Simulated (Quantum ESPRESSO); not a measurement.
Quantum ESPRESSO run on VCrB₂ (Amm2, 4 atoms in the cell): self-consistent single point.

Method: LDA (PZ), GBRV 1.5 ultrasoft (LDA) pseudopotentials (plane waves; Quantum ESPRESSO).

The change in words: lattice scaled by 0.985. Reference geometry:
```xyz
4
Lattice="2.9281 0.0000 0.0000 0.0000 1.4865 3.9487 0.0000 -1.4865 3.9487" Properties=species:S:1:pos:R:3 pbc="T T T"
V      1.4640     0.0000     1.1673
Cr     0.0000     0.0000     6.7421
B      0.0000     0.0000     4.4443
B      1.4640     0.0000     3.4412
```

Reference input (self-consistent single point, DFT, LDA (PZ), plane waves, GBRV 1.5 ultrasoft (LDA) pseudopotentials): ecutwfc = 50 Ry; ecutrho = 400 Ry; occupations = smearing; smearing = fermi-dirac; degauss = 0.0073499 Ry; potentials = {V: v_lda_v1.4.uspp.F.UPF, Cr: cr_lda_v1.5.uspp.F.UPF, B: b_lda_v1.4.uspp.F.UPF}; K_POINTS = automatic 8 8 8 0 0 0; conv_thr = 1e-10 Ry; mixing_beta = 0.7. This run's input differs from it in these lines:

```diff
@@ -27,10 +27,10 @@
 CELL_PARAMETERS angstrom
-   2.92809000     0.00000000     0.00000000
-   0.00000000     1.48649000     3.94873000
-   0.00000000    -1.48649000     3.94873000
+   2.88416900     0.00000000     0.00000000
+   0.00000000     1.46419300     3.88949900
+   0.00000000    -1.46419300     3.88949900
 ATOMIC_POSITIONS angstrom
-V     1.46404500    0.00000000    1.16732356
-Cr    0.00000000    0.00000000    6.74206160
-B     0.00000000    0.00000000    4.44429561
-B     1.46404500    0.00000000    3.44123922
+V     1.44208450    0.00000000    1.14981369
+Cr    0.00000000    0.00000000    6.64093059
+B     0.00000000    0.00000000    4.37763112
+B     1.44208450    0.00000000    3.38962059
 K_POINTS automatic
```

Log, with long lists cut:

```
     Self-consistent Calculation

     iteration #  1     ecut=    50.00 Ry     beta= 0.70

     negative rho (up, down):  2.548E-03 0.000E+00

     total energy              =    -332.02741587 Ry
     estimated scf accuracy    <       2.62378904 Ry

     iteration #  2     ecut=    50.00 Ry     beta= 0.70

     negative rho (up, down):  1.513E-03 0.000E+00

     total energy              =    -329.15292207 Ry
     estimated scf accuracy    <      30.97284940 Ry

     iteration #  3     ecut=    50.00 Ry     beta= 0.70

     negative rho (up, down):  7.238E-04 0.000E+00

     total energy              =    -332.42751745 Ry
     estimated scf accuracy    <      18.21238338 Ry

   [... 13 blocks of this kind left out ...]

     iteration # 17     ecut=    50.00 Ry     beta= 0.70

     negative rho (up, down):  1.333E-03 0.000E+00

     total energy              =    -333.55736236 Ry
     estimated scf accuracy    <          2.0E-10 Ry

     iteration # 18     ecut=    50.00 Ry     beta= 0.70

     negative rho (up, down):  1.333E-03 0.000E+00
     End of self-consistent calculation

     Number of k-points >= 100: set verbosity='high' to print the bands.

     the Fermi energy is    18.4233 ev

!    total energy              =    -333.55736236 Ry
     estimated scf accuracy    <          1.2E-12 Ry
     smearing contrib. (-TS)   =      -0.00498553 Ry
     internal energy E=F+TS    =    -333.55237683 Ry

     convergence has been achieved in  18 iterations

     negative rho (up, down):  1.333E-03 0.000E+00

     Forces acting on atoms (cartesian axes, Ry/au):

     atom    1 type  1   force =     0.00000000   -0.00000000    0.00026428
     atom    2 type  2   force =     0.00000000    0.00000000   -0.00235985
     atom    3 type  3   force =     0.00000000   -0.00000000    0.00193865
     atom    4 type  3   force =     0.00000000    0.00000000    0.00015692

     Total force =     0.003069     Total SCF correction =     0.000001

     negative rho (up, down):  1.333E-03 0.000E+00
          total   stress  (Ry/bohr**3)                   (kbar)     P=       37.34
   0.00025646   0.00000000   0.00000000           37.73        0.00        0.00
   0.00000000   0.00020873   0.00000000            0.00       30.71        0.00
   0.00000000   0.00000000   0.00029634            0.00        0.00       43.59

   JOB DONE.
```

The run converged in 18 iterations. Against the reference run the free energy goes down by 8.1 meV/atom, the pressure goes from -10.23 to 3.73 GPa and the largest force goes from 0.117 to 0.061 eV/Å.

The starting cell comes from a database of computed structures (which also holds hypothetical and non-ambient phases and stackings), without a prior relaxation at this level. For this run, on top of that: lattice scaled by 0.985. Spin polarisation is off.

Cost on one core of a shared machine: roughly 2 min.
